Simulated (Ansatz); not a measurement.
The parent structure is Rh in the fcc (Cu type) structure (space group Fm-3m, No. 225; a = 3.755 Å; relaxed with 0.1 eV smearing).

The values are results of LDA, PAW, 420 eV (Ansatz, a program for electronic structure; no SOC), not measurements.

For the base:

- Pressure: 0.0 GPa

The change: every lattice vector is shortened by 3.00 %, atoms relaxed at fixed cell.

What does the calculation give for the energy relative to the base and pressure after the change?

The energy rises by 119 meV/atom; the pressure goes from zero to 36.3 GPa.

The cells carry an imposed strain or load. Whether these cells are dynamically stable was not tested. The final runs are not spin-polarised.
